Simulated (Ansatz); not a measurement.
Al on the 1x1 (10-10) surface of wurtzite GaN (cut with top plane Ga + N), one in a 2x1 cell, energies for each (33.7 Å²). Energies are against an atom of fcc Al, without zero-point or thermal terms; each row is named by its start (#2, #3: further inequivalent places of a kind). No converged result for: 2 more starts.

Host crystal: wurtzite GaN, with a band gap (PBE, scalar-relativistic without spin-orbit coupling).

Method: PBE (plane waves to 420 eV, PAW; Ansatz, a program for electronic structure).

Set-up: 33 atoms, 9.3 Å thick at the start under the adsorbate (thin: gaps and levels are the slab's own); mesh 3x4x1; 0.01 eV smearing; dipole correction on; 16 atoms held, the rest relaxed; each run with such symmetry as its start has; spin-polarised, no spin-orbit, no U, no dispersion correction.

A negative adsorption energy means that the adsorbate is more stable on the surface than in its reference. Starts that drift may end in the same place. Heights count from the host atoms within 0.3 Å of the top one.

```json
[
 {"starting site": "top N", "E_ads (eV)": "0.45", "height (Å)": "1.59", "nearest host atom (Å)": "N 1.89", "bonded to": "Ga + N", "change of the vacuum step (eV)": "-0.10", "lateral drift (Å)": "1.0", "moment (μB)": "1.0"},
 {"starting site": "top Ga", "E_ads (eV)": "0.45", "height (Å)": "1.59", "nearest host atom (Å)": "N 1.89", "bonded to": "Ga + N", "change of the vacuum step (eV)": "-0.09", "lateral drift (Å)": "2.4", "moment (μB)": "1.0"},
 {"starting site": "top Ga #2", "E_ads (eV)": "1.10", "height (Å)": "1.51", "nearest host atom (Å)": "N 2.10", "bonded to": "Ga + 2 N", "change of the vacuum step (eV)": "0.33", "lateral drift (Å)": "0.5", "moment (μB)": "0.0"},
 {"starting site": "hollow Ga-Ga-N-N", "E_ads (eV)": "0.45", "height (Å)": "1.59", "nearest host atom (Å)": "N 1.89", "bonded to": "Ga + N", "change of the vacuum step (eV)": "-0.09", "lateral drift (Å)": "2.5", "moment (μB)": "1.0"}
]
```
